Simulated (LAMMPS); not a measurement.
MD of Cu (fcc) with 75 % of Cu sites Zr at zero pressure over temperature, 2048 atoms; each row names its start.

Level of theory: classical MD, pair style eam/fs, file CuZr_mm.eam.fs, run in LAMMPS.

```json
[
 {"T (K), start": "300, crystal", "state": "solid that has left the starting structure; no diffusion seen in 30 ps", "volume": "20.8802 ± 0.0004 Å³/atom", "enthalpy": "-5.5191 ± 0.0001 eV/atom", "first peak of g(r), Cu-Zr": "2.85 Å, height 5.1", "coordination number of Cu by Zr": "9.2 (counted to 3.82 Å)", "D(Cu)": "-", "D(Zr)": "-"},
 {"T (K), start": "1360, crystal", "state": "liquid", "volume": "21.647 ± 0.003 Å³/atom", "enthalpy": "-5.1850 ± 0.0003 eV/atom", "first peak of g(r), Cu-Zr": "2.81 Å, height 3.3", "coordination number of Cu by Zr": "9.2 (counted to 3.94 Å)", "D(Cu)": "(1.49 ± 0.05) × 10^-5 cm²/s", "D(Zr)": "(1.12 ± 0.02) × 10^-5 cm²/s"},
 {"T (K), start": "1840, melt", "state": "liquid", "volume": "22.092 ± 0.004 Å³/atom", "enthalpy": "-5.0165 ± 0.0004 eV/atom", "first peak of g(r), Cu-Zr": "2.79 Å, height 2.9", "coordination number of Cu by Zr": "9.1 (counted to 3.98 Å)", "D(Cu)": "(4.5 ± 0.2) × 10^-5 cm²/s", "D(Zr)": "(3.44 ± 0.04) × 10^-5 cm²/s"},
 {"T (K), start": "2230, melt", "state": "liquid", "volume": "22.498 ± 0.004 Å³/atom", "enthalpy": "-4.8861 ± 0.0009 eV/atom", "first peak of g(r), Cu-Zr": "2.76 Å, height 2.6", "coordination number of Cu by Zr": "8.7 (counted to 3.90 Å)", "D(Cu)": "(7.7 ± 0.2) × 10^-5 cm²/s", "D(Zr)": "(6.1 ± 0.1) × 10^-5 cm²/s"},
 {"T (K), start": "2710, melt", "state": "liquid", "volume": "23.047 ± 0.003 Å³/atom", "enthalpy": "-4.7310 ± 0.0002 eV/atom", "first peak of g(r), Cu-Zr": "2.76 Å, height 2.4", "coordination number of Cu by Zr": "8.9 (counted to 4.02 Å)", "D(Cu)": "(1.19 ± 0.02) × 10^-4 cm²/s", "D(Zr)": "(9.6 ± 0.3) × 10^-5 cm²/s"}
]
```

Caution (row 300, crystal): the random arrangement on this lattice is imposed, and need not be a phase that exists in equilibrium.

Caution (rows 1360, crystal; 1840, melt; 2230, melt; 2710, melt): a run this short can hold a crystal over, or a liquid under, the potential's own melting point, which these runs don't give.

States go by the mean squared displacement: a species diffuses where it passes 1.5 Å², still rises and gives D over 1e-6 cm²/s; a crystal has left its structure where atoms lie 0.35 Å off their sites on average or a cubic box changes its shape by 3 %, or the axial ratios of another lie 8 % off the starting cell's, which the potential's own relaxation can also do.

Errors of D are the spread over four groups of atoms in one short run; a floor of about 5 %, a picked value, is safer.

Uncertainties are statistical and leave out the potential's own error.
